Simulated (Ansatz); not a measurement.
The parent structure is TiC in the rock salt structure (space group Fm-3m, No. 225).

```
TiC
1.0
    0.00000     2.14662     2.14662
    2.14662     0.00000     2.14662
    2.14662     2.14662     0.00000
Ti C
1 1
Direct
  0.00000   0.00000   0.00000
  0.50000   0.50000   0.50000
```

Method: Ansatz (a first-principles code) PBEsol, no spin-orbit coupling.

One change was made to it. Results:

The band gap stays zero; the shortest interatomic distance hardly moves (2.147 Å against 2.146 Å).

Q: What was done to the base?
A. pressure 5 GPa
B. pressure 7.5 GPa
C. pressure 0.3 GPa

A: C, pressure 0.3 GPa. For comparison, the shortest interatomic distance in the other runs: pressure 7.5 GPa gives 2.128 Å; pressure 5 GPa gives 2.134 Å.

Load acts through the strain it causes; cell and atoms are relaxed under it. Whether these cells are dynamically stable was not tested. No other phases were tried under pressure. The base started in Pnma and relaxed to Fm-3m at this level. The final runs are not spin-polarised.
